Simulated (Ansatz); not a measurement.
Output of an Ansatz run (abridged):

```
WARN the atoms were moved onto the symmetric positions of the space group found under crystal.symmetry.tolerance 1.0e-5 (fractional …
WARN basis.ecutwfc = 420 eV, the default
WARN ansatz: RAYON_NUM_THREADS=1 ignored (pool sized by the plan → 1); use --threads N
Pseudopotentials: kind: paw
Pseudopotential: Pt, paw, valence charge 18
Pseudopotential: B, paw, valence charge 3
Crystal: 9 atoms, lattice volume = 76.927 Å³
Basis set: ecut = 420 eV, 1531 PW (Γ), exchange–correlation on 54×54×80 points (8 copies of the dense FFT grid, shifted against one another)
Bands: 45, of which v1, the nominal top of the filled ones, is band 36 counted from 1 (35 counted from 0)
Symmetry: 12 space group operations
Space group: P6222 (ITA 180), of the structure as read, at distance tolerance 4.3e-5 Å
k-points: 56 of 600 (time reversal used)
Initial density: superposition of atomic densities (neutral atoms: chi_scale 0, normalization atom), corrected by the library's trained network
Initial wavefunctions: pseudopotential atomic-orbital guess
Eigensolver: davidson
Functional: x = pbe(κ = 0.804, μ = 0.2195149727645171), c = pbe(β = 0.06672455060314922)
SCF iter   1: F=—  HF=-38495.864539 eV  |F-HF|=—  |Δ(HF+E_count)|=         —  Δρ=1.66e-2  dr2=2.30e-1  ethr=1.77e-3  ⟨swp⟩=6.0  Hψ=9337  notcnv=0  defer=1
all-band conjugate gradients solve this SCF's bands
preconditioner: auto → Kerker (q_TF=auto, 2.698 Å⁻¹)
SCF iter   2: F=—  HF=-38495.815717 eV  |F-HF|=—  |Δ(HF+E_count)|=   4.88e-2  S|Δr|=    0.00e0  Δρ=6.81e-3  dr2=2.04e-2  ethr=3.20e-4  ⟨swp⟩=2.0  Hψ=3343  notcnv=0  defer=145
SCF iter   3: F=—  HF=-38495.813149 eV  |F-HF|=—  |Δ(HF+E_count)|=   2.57e-3  S|Δr|=    0.00e0  Δρ=2.63e-3  dr2=2.41e-3  ethr=2.84e-5  ⟨swp⟩=2.3  Hψ=3447  notcnv=0  defer=145
SCF iter   4: F=—  HF=-38495.813027 eV  |F-HF|=—  |Δ(HF+E_count)|=   1.21e-4  S|Δr|=    0.00e0  Δρ=2.27e-4  dr2=2.15e-5  ethr=3.35e-6  ⟨swp⟩=2.5  Hψ=4127  notcnv=0  defer=145
SCF iter   5: F=—  HF=-38495.813029 eV  |F-HF|=—  |Δ(HF+E_count)|=   2.13e-6  S|Δr|=    0.00e0  Δρ=4.67e-5  dr2=2.05e-6  ethr=2.99e-8  ⟨swp⟩=2.0  Hψ=4368  notcnv=0  defer=145
SCF iter   6: F=-38495.813029 eV  HF=-38495.813029 eV  |F-HF|=5.78e-8  |Δ(HF+E_count)|=   3.70e-7  S|Δr|=    0.00e0  Δρ=1.14e-5  dr2=9.75e-8  ethr=1.39e-10  ⟨swp⟩=7.3  Hψ=11462  notcnv=0
SCF 1 converged in 6 iterations: F = -38495.813029 eV  dr2 = 9.75e-8
SCF converged after 6 iterations
Stability not checked (fill_not_monotonic)
Free energy (F): -38495.813029 eV
Harris-Foulkes:  -38495.813029 eV  (|F-HF|=5.78e-8)
Internal energy: -38495.812128 eV  (E = F + TS)
E sigma→0 (E₀):  -38495.812729 eV
Entropy (-TS):   -0.000901 eV (-0.100 meV/atom)
Fermi energy:    22.237543 eV
--- Per-component energies (eV) ---
  E_band       = -360.409786
  E_kinetic    = 2221.637465
  E_local      = -5526.919755  (includes V_loc(G=0)·N_el)
  E_nonlocal   = 663.179489
  E_hartree    = 2156.927410
  E_xc         = -987.289342
  E_vxc        = -1150.404224  (∫ρ·V_xc dr)
  E_paw        = -28833.428807  (= ΣΔE_a)
  E_vpaw       = -881.780096  (= ΣTr[D̂ρ^β])
  E_aug_tail   = 0.000517  (compensation charges beyond the density's cutoff)
  E_ewald      = -8189.919105
  E_smearing   = -0.000901  (= −TS)
  E_closure    = -0.000000  (closes the sum)
  Σ components = -38495.813029   (vs F -38495.813029, Δ=0.00e0)
--- Forces (eV/Å), atoms counted from 1 ---
  atom   1  Pt     0.00000000     0.00000000     0.00000000
  atom   2  Pt     0.00000000    -0.00000000    -0.00000000
  atom   3  Pt     0.00000000     0.00000000    -0.00000000
  atom   4  B      0.00000006    -0.81082209     0.00000000
  atom   5  B      0.70219255    -0.40541099     0.00000000
  atom   6  B      0.70219250     0.40541109    -0.00000000
  atom   7  B     -0.00000006     0.81082209     0.00000000
  atom   8  B     -0.70219255     0.40541099     0.00000000
  atom   9  B     -0.70219250    -0.40541109    -0.00000000
  max |Σ_I F_I| component: 1.11e-16 eV/Å
--- Stress (GPa, compression-positive) ---
       35.216551       0.000000       0.000000
        0.000000      35.216551      -0.000000
        0.000000       0.000000      55.718247
  P = ⅓ Tr σ = 42.0505 GPa (420.505 kbar)
  The stress holds the Pulay correction. Without it, at fixed plane waves, as pw.x and ABINIT print it: P = 41.8054 GPa
--- Band table (eV; the first three rows and the last of 56) ---
  k-point 0: bands = ["-79.0185", "-78.9975", "-78.9975", "-33.4033", "-33.3933", "-33.3933", "-33.3607", "-33.3607", "-33.2972", "-33.2213", "-33.2213", "-33.1640", "5.4722", "9.2617", "9.2617", "11.5489", "11.9316", "11.9316", "13.7479", [...]
  k-point 1: bands = ["-79.0176", "-79.0021", "-78.9938", "-33.4019", "-33.3994", "-33.3948", "-33.3843", "-33.3185", "-33.2977", "-33.2492", "-33.1973", "-33.1720", "5.6108", "8.4501", "9.8310", "11.6385", "11.6503", "12.5488", "13.7467", [...]
  k-point 2: bands = ["-79.0152", "-79.0069", "-78.9914", "-33.4170", "-33.4079", "-33.3897", "-33.3785", "-33.2975", "-33.2749", "-33.2732", "-33.1951", "-33.1813", "6.0196", "7.5208", "10.2651", "11.8220", "11.9431", "12.3430", "13.1042", [...]
  k-point 55: bands = ["-79.0114", "-79.0023", "-78.9996", "-33.4323", "-33.4209", "-33.4177", "-33.3442", "-33.3287", "-33.3245", "-33.2124", "-33.2053", "-33.1510", "9.5228", "9.5548", "10.0880", "10.2961", "10.3885", "10.7908", "12.8348", [...]
```

The structure:

```
CELL_PARAMETERS angstrom
      3.95278     0.00000     0.00000
     -1.97639     3.42321     0.00000
      0.00000     0.00000     5.68516
ATOMIC_POSITIONS crystal
  Pt 0.50000 0.00000 0.00000
  Pt 0.50000 0.50000 0.33333
  Pt 0.00000 0.50000 0.66667
  B  0.16559 0.33118 0.00000
  B  0.83441 0.16559 0.33333
  B  0.66882 0.83441 0.66667
  B  0.83441 0.66882 0.00000
  B  0.16559 0.83441 0.33333
  B  0.33118 0.16559 0.66667
```

**Question.** What input produced this log?

**Answer.** Other spellings and defaults could give the same log, and not every line can be read from it. The input that was run (DFT, PBE, plane waves, default PAW files):

Ansatz 0.2 input:
```yaml
crystal:
  lattice:
    - [3.952781, 0.000000, 0.000000]
    - [-1.976391, 3.423209, 0.000000]
    - [0.000000, 0.000000, 5.685162]
  atoms:
    - { symbol: Pt, position: [0.500000, 0.000000, 0.000000] }
    - { symbol: Pt, position: [0.500000, 0.500000, 0.333333] }
    - { symbol: Pt, position: [0.000000, 0.500000, 0.666667] }
    - { symbol: B, position: [0.165590, 0.331180, 0.000000] }
    - { symbol: B, position: [0.834410, 0.165590, 0.333333] }
    - { symbol: B, position: [0.668820, 0.834410, 0.666667] }
    - { symbol: B, position: [0.834410, 0.668820, 0.000000] }
    - { symbol: B, position: [0.165590, 0.834410, 0.333333] }
    - { symbol: B, position: [0.331180, 0.165590, 0.666667] }
kpoints:
  mp_grid: { grid: [10, 10, 6] }
hamiltonian:
  xc: pbe
  pseudopotentials: { kind: paw }
scf:
  occupations: { method: cold, width: 0.05 }
output:
  forces: true
  eigenvalues: true
  stress: true
```

The starting cell was generated: these elements placed on a structure prototype, without a prior relaxation; it need not be a known phase or ordering of this composition. Spin-orbit coupling is off. Spin polarisation is off. With a pressure of about 42 GPa the cell is away from its equilibrium volume at this level. Ansatz's pressure includes its estimate of the finite-basis (Pulay) stress.

Ansatz is an electronic-structure program.
